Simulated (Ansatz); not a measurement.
Take Ru in the hcp (Mg type) structure (space group P6_3/mmc, No. 194; relaxed with 0.1 eV smearing) as the base.

```
Ru
1.0
    2.70429     0.00000     0.00000
   -1.35214     2.34198     0.00000
    0.00000     0.00000     4.26291
Ru
2
Cartesian
  1.35214   0.78066   3.19718
  0.00000   1.56132   1.06573
```

Cartesian axes are those of the cell as printed.

The values are results of r2SCAN (Ansatz, a first-principles code, PAW, no SOC), not measurements.

Before the change:

| Property | Value |
|---|---|
| Pressure | 0.0 GPa |

Modification: compressive biaxial strain of 0.50 % in the plane normal to [001], as in epitaxy on a mismatched substrate; the out-of-plane cell vector and the atoms relax.

Question: Predict the new out-of-plane strain and pressure.

Answer: The out-of-plane strain amounts to +0.27 %; the pressure (mean of the normal stresses, compression positive) goes from zero to 2.4 GPa.

Stability against distortions was not tested. All final runs are without spin polarisation.
